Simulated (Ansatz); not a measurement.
Cell and atoms of amorphous Si$_{24}$O$_{48}$Mg:

```yaml
crystal:
  lattice:
    - [10.29035, 0.00000, 0.00000]
    - [0.00000, 10.29035, 0.00000]
    - [0.00000, 0.00000, 10.29035]
  atoms:
    - { symbol: Si, position: [0.90101, 0.84735, 0.13183] }
    - { symbol: Si, position: [0.89571, 0.11932, 0.46402] }
    - { symbol: Si, position: [0.50293, 0.63965, 0.13659] }
    - { symbol: Si, position: [0.29375, 0.98918, 0.78711] }
    - { symbol: Si, position: [0.77557, 0.14131, 0.71675] }
    - { symbol: Si, position: [0.65164, 0.64123, 0.78290] }
    - { symbol: Si, position: [0.09813, 0.48660, 0.82136] }
    - { symbol: Si, position: [0.64084, 0.01139, 0.12886] }
    - { symbol: Si, position: [0.91794, 0.62567, 0.63062] }
    - { symbol: Si, position: [0.32040, 0.45933, 0.36956] }
    - { symbol: Si, position: [0.60600, 0.46808, 0.32428] }
    - { symbol: Si, position: [0.22730, 0.26129, 0.19179] }
    - { symbol: Si, position: [0.35818, 0.71935, 0.29241] }
    - { symbol: Si, position: [0.98985, 0.31100, 0.03540] }
    - { symbol: Si, position: [0.52272, 0.86095, 0.92726] }
    - { symbol: Si, position: [0.49940, 0.47263, 0.58779] }
    - { symbol: Si, position: [0.30616, 0.87970, 0.50002] }
    - { symbol: Si, position: [0.77822, 0.24990, 0.22003] }
    - { symbol: Si, position: [0.36031, 0.42571, 0.95934] }
    - { symbol: Si, position: [0.36342, 0.99756, 0.26304] }
    - { symbol: Si, position: [0.95724, 0.34223, 0.62985] }
    - { symbol: Si, position: [0.49087, 0.23090, 0.76196] }
    - { symbol: Si, position: [0.99576, 0.03634, 0.89535] }
    - { symbol: Si, position: [0.01260, 0.84149, 0.42436] }
    - { symbol: O, position: [0.86322, 0.15438, 0.31210] }
    - { symbol: O, position: [0.16566, 0.82493, 0.45569] }
    - { symbol: O, position: [0.76831, 0.10706, 0.55989] }
    - { symbol: O, position: [0.23563, 0.33167, 0.33462] }
    - { symbol: O, position: [0.63993, 0.57110, 0.20260] }
    - { symbol: O, position: [0.35276, 0.48319, 0.52270] }
    - { symbol: O, position: [0.60603, 0.51508, 0.47421] }
    - { symbol: O, position: [0.01488, 0.44727, 0.95615] }
    - { symbol: O, position: [0.84095, 0.28718, 0.72407] }
    - { symbol: O, position: [0.98420, 0.84061, 0.26986] }
    - { symbol: O, position: [0.99562, 0.18959, 0.93900] }
    - { symbol: O, position: [0.98940, 0.23613, 0.51787] }
    - { symbol: O, position: [0.46055, 0.33274, 0.88040] }
    - { symbol: O, position: [0.91359, 0.47995, 0.56526] }
    - { symbol: O, position: [0.88711, 0.70501, 0.07842] }
    - { symbol: O, position: [0.13973, 0.00738, 0.82841] }
    - { symbol: O, position: [0.25746, 0.59363, 0.30969] }
    - { symbol: O, position: [0.77737, 0.66524, 0.68718] }
    - { symbol: O, position: [0.07316, 0.27012, 0.16188] }
    - { symbol: O, position: [0.68133, 0.16521, 0.13248] }
    - { symbol: O, position: [0.68926, 0.55831, 0.90655] }
    - { symbol: O, position: [0.28279, 0.11373, 0.19237] }
    - { symbol: O, position: [0.53847, 0.76821, 0.05510] }
    - { symbol: O, position: [0.29229, 0.33630, 0.07003] }
    - { symbol: O, position: [0.30406, 0.85372, 0.22060] }
    - { symbol: O, position: [0.34355, 0.01349, 0.42079] }
    - { symbol: O, position: [0.76159, 0.92009, 0.17168] }
    - { symbol: O, position: [0.45739, 0.42467, 0.29225] }
    - { symbol: O, position: [0.50770, 0.31907, 0.63013] }
    - { symbol: O, position: [0.62867, 0.15140, 0.77516] }
    - { symbol: O, position: [0.43472, 0.54072, 0.03502] }
    - { symbol: O, position: [0.40546, 0.76658, 0.44044] }
    - { symbol: O, position: [0.59812, 0.99066, 0.97804] }
    - { symbol: O, position: [0.59296, 0.78996, 0.80660] }
    - { symbol: O, position: [0.03076, 0.61367, 0.74979] }
    - { symbol: O, position: [0.84960, 0.34706, 0.10897] }
    - { symbol: O, position: [0.51764, 0.99950, 0.22892] }
    - { symbol: O, position: [0.37210, 0.90437, 0.89711] }
    - { symbol: O, position: [0.30678, 0.90352, 0.65418] }
    - { symbol: O, position: [0.94647, 0.72727, 0.51273] }
    - { symbol: O, position: [0.70797, 0.35071, 0.31664] }
    - { symbol: O, position: [0.08717, 0.36601, 0.71836] }
    - { symbol: O, position: [0.87199, 0.03528, 0.79126] }
    - { symbol: O, position: [0.97219, 0.94469, 0.02165] }
    - { symbol: O, position: [0.52840, 0.57052, 0.70539] }
    - { symbol: O, position: [0.24999, 0.49571, 0.86591] }
    - { symbol: O, position: [0.97269, 0.98465, 0.47700] }
    - { symbol: O, position: [0.36859, 0.12808, 0.76075] }
    - { symbol: Mg, position: [0.79899, 0.55002, 0.05129] }
```

Methods: PBE, scalar-relativistic without spin-orbit coupling (Ansatz, an electronic-structure program); r2SCAN, scalar-relativistic without spin-orbit coupling (Ansatz); HSE06, scalar-relativistic without spin-orbit coupling (Ansatz). Neutral PBE cell, which sets geometry, pressure and energy: sampling: a 2×2×2 Γ-centred mesh; Fermi-Dirac width 0.02 eV; no spin polarisation. The usual formal charges leave 2 electrons over, so the level spacing at the Fermi energy parts defect or band states and needn't be the band gap. Exact exchange is cut at the faces of this 10 Å cell, which leaves hybrid gaps a finite-size error.

A CHGNet melt-quench gave the starting glass, which DFT then relaxed. O atoms were pushed apart under 1.9 Å during the dynamics, to hinder bonds among them. The hot cell started wider than the set density and was brought back towards it in steps. It is the lowest in DFT energy of 2 quenches. It is a model cell: composition and starting density were chosen by hand, and all elements were melted together. No dispersion term was used. Its density started from a set value of 2.22 and ended at 2.23 g/cm³. The quench (nominally 320 K/ps over its main leg) was far faster than any real one, so the model tends to hold more defects than a real film. One small periodic cell is one sample of the glass; other quenches scatter about these values. The volume was free in the relaxation, at fixed shape.

Q: Give the pressure, the energy against reference phases and the spacing of the highest filled and lowest empty levels.

A: 
```yaml
Pressure on a 2×2×2 Γ-centred mesh: -0.04 GPa
Largest force and stress component on that mesh (the relaxation ran on the zone centre alone): 0.03 eV/Å and 1.7 GPa
Energy relative to alpha cristobalite + rock-salt MgO + silicon (lowest mix at this level among the phases computed, not always the ambient ones): 0.099 eV/atom
Level spacing at the Fermi energy on a 2×2×2 Γ-centred mesh (PBE): 4.31 eV
Level spacing at the Fermi energy at the zone centre (PBE): 4.31 eV
Level spacing at the Fermi energy at the zone centre (r2SCAN): 4.93 eV
Level spacing at the Fermi energy at the zone centre (HSE06): 6.04 eV
Distance between the nearest levels spread over more than a fifth of the atoms or a third of the atoms of their main element (six at least) (PBE, zone centre): 4.91 eV
```

Q: At PBE and the zone centre, how localised are the states just below and above the Fermi level (participation number: the atoms over which a state spreads)?

A: The highest filled state is spread over 3.0 atoms' worth, largest on O39, with weights by element (charge in smoothed Voronoi cells) O 0.95, Si 0.04, Mg 0.01. The lowest empty state is spread over 63.4 atoms' worth, largest on O60, with weights by element (charge in smoothed Voronoi cells) O 0.71, Si 0.27, Mg 0.02.

At PBE the levels at the filled edge of the gap are localised (band-tail or defect states), and the nearest spread-out levels lie 4.9 eV apart at the zone centre.

Bonds are counted up to Si-Si 2.60 Å, Si-O 1.90 Å, Si-Mg 2.82 Å, O-O 1.58 Å, O-Mg 2.48 Å, Mg-Mg 3.19 Å. Two cations that share two anions don't count as bonded, nor two that share one unless they lie closer than Si-Si 2.38 Å, Si-Mg 2.74 Å, Mg-Mg 3.10 Å.

Added carriers, by PBE, scalar-relativistic without spin-orbit coupling in Ansatz on the zone centre alone. Charged cells keep the cell fixed and stand in a uniform background, with no image correction, at a width of 0.01 eV; where the count is odd the moment is locked at 1 μB, unless the neutral cell bore moments. Each starts from the undistorted neutral geometry alone. PBE's self-interaction favours spread-out carriers, so it can miss traps that a hybrid finds.

Q: What happens at PBE when the cell takes an extra electron and the atoms relax?

A: Relaxation lowers the charged cell by 0.02 eV. The largest moves are Mg73 0.05 Å, O64 0.02 Å, O59 0.02 Å, O42 0.02 Å. The level that holds the added charge spreads over 63.1 atoms' worth, most on O60 (weight 0.03): a carrier spread over the cell. No bond crosses its cut-off with a change of over 0.15 Å (metal-metal contacts aside). Made neutral again at that geometry, the cell lies +0.02 eV from the neutral start.

Q: What happens at PBE when the cell takes a hole and the atoms relax?

A: Relaxation lowers the charged cell by 0.26 eV. The largest moves are O45 0.15 Å, Mg73 0.13 Å, O55 0.11 Å, O69 0.06 Å. The level that was emptied spreads over 8.1 atoms' worth, most on O39 (weight 0.23): a partly localised carrier. No bond crosses its cut-off with a change of over 0.15 Å (metal-metal contacts aside). Made neutral again at that geometry, the cell lies +0.33 eV from the neutral start.
